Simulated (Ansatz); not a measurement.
**The (0001) surface of hcp Co, ferromagnetic, one row in 2 of the top plane missing (bottom of the slab: a bare face, its two planes held)**

These are PBE (plane waves to 420 eV, PAW; Ansatz, a program for electronic structure) values and carry that method's errors.

Slab: 11 atoms, 10.1 Å thick at the start with caps and adatoms (thin: gaps and levels are the slab's own); k 17x9x1, smearing 0.1 eV, dipole-corrected; 4 atoms held, the rest relaxed; no symmetry held; spin-polarised, ending with about 18.5 μB a cell; orders that need a larger cell were not tried, no spin-orbit, no U. It is one candidate, not shown to be the stable structure of the face.

```json
{
 "work_function_of_the_top_face": "3.93 eV",
 "energy_released_by_relaxation": "0.17 eV",
 "magnetic_moment_of_the_cell": "18.51 μB",
 "cost": "around 24 core-minutes (rough)"
}
```
